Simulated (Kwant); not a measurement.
Model system: wire with a row of barriers in a Si two-dimensional gas. Effective mass 0.19 mₑ, grid spacing 4 nm, hard walls, nominal width 80 nm (19 grid rows, so walls 80 nm apart), one parabolic valley, scattering region 400 nm long along x; energies count from the band bottom; Fermi energy swept from 0.00024739 to 0.0029377 eV. 3 barrier(s) across the wire, height 0.018 eV, thickness 16 nm (about 4 grid columns), spaced by 32 nm.

Constants are typed, rounded textbook-type inputs, not results; the design itself was drawn at random and stands for no fabricated device.

Model: effective-mass tight-binding model on a square grid, one spin, coherent transport at 0 K (Kwant). Conductance is in e²/h.

**Question.** How many channels do the leads carry at E = 1.01, 1.75, 1.85 meV?

**Answer.** The hard-wall thresholds are n² ħ²π²/(2mW²) = n² × 0.309 meV with W = 80 nm. √(1.01/0.309) = 1.81, so 1. √(1.75/0.309) = 2.38, so 2. √(1.85/0.309) = 2.45, so 2.
